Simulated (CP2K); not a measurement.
# A self-consistent single point of VCu3O4 (I-42m, 8 atoms in the cell) with CP2K

Level of theory: LDA (Pade form), GPW, DZVP-MOLOPT-SR-GTH basis, GTH-PADE potentials (GTH_POTENTIALS) in CP2K 2026.2.

Input as run:

```
&GLOBAL
  PROJECT scf
  RUN_TYPE ENERGY_FORCE
  PRINT_LEVEL MEDIUM
&END GLOBAL
&FORCE_EVAL
  METHOD Quickstep
  STRESS_TENSOR ANALYTICAL
  &DFT
    BASIS_SET_FILE_NAME BASIS_MOLOPT
    POTENTIAL_FILE_NAME GTH_POTENTIALS
    &QS
      METHOD GPW
      EPS_DEFAULT 1E-10
    &END QS
    &MGRID
      CUTOFF 600
      REL_CUTOFF 60
      NGRIDS 5
    &END MGRID
    &SCF
      SCF_GUESS ATOMIC
      EPS_SCF 1E-6
      MAX_SCF 100
      ADDED_MOS 12
      &DIAGONALIZATION
        ALGORITHM STANDARD
      &END DIAGONALIZATION
      &MIXING
        METHOD BROYDEN_MIXING
        ALPHA 0.2
        NBUFFER 12
        BETA 1
      &END MIXING
      &SMEAR ON
        METHOD GAUSSIAN
        SIGMA [eV] 0.136
      &END SMEAR
    &END SCF
    &KPOINTS
      SCHEME MONKHORST-PACK 5 5 5
    &END KPOINTS
    &XC
      &XC_FUNCTIONAL PADE
      &END XC_FUNCTIONAL
    &END XC
    &PRINT
      &MO
        EIGENVALUES T
        OCCUPATION_NUMBERS T
        NDIGITS 8
        FILENAME mo
        &EACH
          QS_SCF 0
        &END EACH
        ADD_LAST NUMERIC
      &END MO
      &MULLIKEN ON
      &END MULLIKEN
    &END PRINT
  &END DFT
  &SUBSYS
    &CELL
      ABC 5.60469300 5.60469274 5.60469307
      ALPHA_BETA_GAMMA 131.26646087 131.26645562 71.39007560
      PERIODIC XYZ
    &END CELL
    &COORD
      SCALED
      V        0.00000000     0.00000000     0.00000000
      Cu       0.25000000     0.75000000     0.50000000
      Cu       0.75000000     0.25000000     0.50000000
      Cu       0.50000000     0.50000000     0.00000000
      O        0.11159000     0.65947000     0.00000000
      O        0.34053000     0.34053000     0.45212000
      O        0.65947000     0.11159000     0.00000000
      O        0.88841000     0.88841000     0.54788000
    &END COORD
    &KIND V
      BASIS_SET DZVP-MOLOPT-SR-GTH
      POTENTIAL GTH-PADE-q13
    &END KIND
    &KIND Cu
      BASIS_SET DZVP-MOLOPT-SR-GTH
      POTENTIAL GTH-PADE-q11
    &END KIND
    &KIND O
      BASIS_SET DZVP-MOLOPT-SR-GTH
      POTENTIAL GTH-PADE-q6
    &END KIND
  &END SUBSYS
  &PRINT
    &FORCES ON
    &END FORCES
    &STRESS_TENSOR ON
    &END STRESS_TENSOR
  &END PRINT
&END FORCE_EVAL
```

Log, with long lists cut:

```
 GLOBAL| Method name                                                        CP2K
 GLOBAL| Project name                                                        scf
 GLOBAL| Run type                                                   ENERGY_FORCE

 CELL| Volume [angstrom^3]:                                            97.353493
 CELL| Vector a [angstrom]:       5.605     0.000     0.000   |a| =     5.604693
 CELL| Vector b [angstrom]:       1.789     5.312     0.000   |b| =     5.604693
 CELL| Vector c [angstrom]:      -3.697    -2.656     3.270   |c| =     5.604693
 CELL| Angle (b,c), alpha [degree]:                                   131.266461
 CELL| Angle (a,c), beta  [degree]:                                   131.266456
 CELL| Angle (a,b), gamma [degree]:                                    71.390076
 CELL| Numerically orthorhombic:                                              NO
 CELL| Periodicity                                                           XYZ

 DFT| Spin restricted Kohn-Sham (RKS) calculation                            RKS
 DFT| Multiplicity                                                             1
 DFT| Number of spin states                                                    1
 DFT| Charge                                                                   0
 DFT| XC density smoothing                                                  NONE
 DFT| XC derivatives                                                          PW

 QS| Method:                                                                 GPW
 QS| Density plane wave grid type                        NON-SPHERICAL FULLSPACE
 QS| Number of grid levels:                                                    5
 QS| Density cutoff [a.u.]:                                                300.0
 QS| Multi grid cutoff [a.u.]: 1) grid level                               300.0
   [... lines left out ...]
 BRILLOUIN| Wavefunction type                                            COMPLEX
 BRILLOUIN| List of Kpoints [2 Pi/Bohr]                                       63
 BRILLOUIN| Number           Weight            X              Y              Z
 BRILLOUIN|     1           0.01600       -0.40000       -0.40000       -0.40000
 BRILLOUIN|     2           0.01600       -0.40000       -0.40000       -0.20000
 BRILLOUIN|     3           0.01600       -0.40000       -0.40000        0.00000
   [... 60 lines left out ...]
 *******************************************************************************

 Extrapolation method: initial_guess

 Re-scaling the density matrix to get the right number of electrons
                  # Electrons              Trace(P)               Scaling factor
                           70                70.000                        1.000

 Number of electrons:                                                         70
 Number of occupied orbitals:                                                 35
 Number of molecular orbitals:                                                47

 Number of orbital functions:                                                153
 Number of independent orbital functions:                                    153
 SCF WAVEFUNCTION OPTIMIZATION

  Step     Update method      Time    Convergence         Total energy    Change
     1 NoMix/Diag. 0.20E+00      -     1.75012718      -279.9691389156 -2.80E+02
     2 Broy./Diag. 0.20E+00      -     1.35680741      -276.2088644500  3.76E+00
     3 Broy./Diag. 0.20E+00      -     0.11510863      -279.5128254978 -3.30E+00
     4 Broy./Diag. 0.20E+00      -     0.94757734      -280.3159678499 -8.03E-01
     5 Broy./Diag. 0.20E+00      -     0.57007009      -278.0082402545  2.31E+00
     6 Broy./Diag. 0.20E+00      -     0.02429588      -280.0524321929 -2.04E+00
     7 Broy./Diag. 0.20E+00      -     0.05738619      -279.6765568636  3.76E-01
   [... 9 lines left out ...]
    17 Broy./Diag. 0.20E+00      -     0.00002499      -279.9484120787 -7.42E-04
    18 Broy./Diag. 0.20E+00      -     0.00000841      -279.9481017269  3.10E-04
    19 Broy./Diag. 0.20E+00      -     0.00000629      -279.9479209618  1.81E-04
    20 Broy./Diag. 0.20E+00      -     0.00000124      -279.9479854424 -6.45E-05
    21 Broy./Diag. 0.20E+00      -     0.00000027      -279.9480259321 -4.05E-05
  *** SCF run converged in    21 steps ***

  Electronic density on regular grids:        -69.9999999444        0.0000000556
  Core density on regular grids:               69.9999999950       -0.0000000050
  Total charge density on r-space grids:        0.0000000506
  Total charge density g-space grids:           0.0000000506

  Overlap energy of the core charge distribution:               0.00000000582930
  Self energy of the core charge distribution:               -484.38680965436674
  Core Hamiltonian energy:                                    144.85703517008196
  Hartree energy:                                             104.45831975768264
  Exchange-correlation energy:                                -44.87648400187636
  Smearing free energy correction:                             -0.00008720923556
  Fermi energy:                                                 0.18762020495921

  Total energy:                                              -279.94802593206100
  Total energy (extrapolated to sigma->0):                   -279.94798232744324

                     Mulliken Population Analysis

 #  Atom  Element  Kind  Atomic population                           Net charge
       1     V        1         12.223127                              0.776873
       2     Cu       2         10.697946                              0.302054
       3     Cu       2         10.697946                              0.302054
       4     Cu       2         10.677156                              0.322844
       5     O        3          6.425956                             -0.425956
       6     O        3          6.425956                             -0.425956
       7     O        3          6.425956                             -0.425956
       8     O        3          6.425956                             -0.425956
 # Total charge                             70.000000                  0.000000

 ENERGY| Total FORCE_EVAL ( QS ) energy [hartree]           -279.948025779675902

 FORCES| Atomic forces [hartree/bohr]
 FORCES|   Atom     x               y               z               |f|
 FORCES|      1  3.28257547E-09  4.05841634E-08 -6.56087159E-08   7.72162756E-08
 FORCES|      2 -2.21432621E-08 -1.78343179E-08 -6.12953920E-09   2.90853606E-08
 FORCES|      3 -8.10286444E-09 -3.67262188E-08 -1.18476276E-08   3.94314321E-08
 FORCES|      4 -3.36553696E-08 -1.64994356E-09 -1.35637867E-08   3.63233056E-08
 FORCES|      5 -1.57066289E-04  1.61631979E-02  1.50507283E-08   1.61639610E-02
 FORCES|      6 -7.55541174E-03 -5.42811033E-03 -1.32183268E-02   1.61639349E-02
 FORCES|      7  1.52679590E-02 -5.30694431E-03  2.27218674E-08   1.61639794E-02
 FORCES|      8 -7.55541794E-03 -5.42812591E-03  1.32183908E-02   1.61639954E-02
 FORCES| Sum     2.40500543E-09  1.71590102E-09  4.64440683E-09
 FORCES| Total atomic force                                       5.50444204E-09

 STRESS| Analytical stress tensor [bar]
 STRESS|                        x                   y                   z
 STRESS|      x       -1.47237468002E+05   1.21319812668E+03  -9.16077242306E-02
 STRESS|      y        1.21319812668E+03  -1.48054375367E+05  -1.52132521733E-02
 STRESS|      z       -9.16077242306E-02  -1.52132521733E-02  -1.48926073331E+05
 STRESS| 1/3 Trace                                            -1.48072638900E+05
```

The run converged in 21 iterations.

The starting cell comes from a database of computed structures (which also holds hypothetical and non-ambient phases and stackings), without a prior relaxation at this level. Its lattice was rescaled by a random factor within 2.5 % of one. Spin polarisation is off, so a magnetic state, if there is one, cannot be reached. Values carry the incompleteness of an atom-centred basis. With a pressure of about -15 GPa the cell is away from its equilibrium volume at this level.

Cost on one core of a shared machine: roughly 3 min.
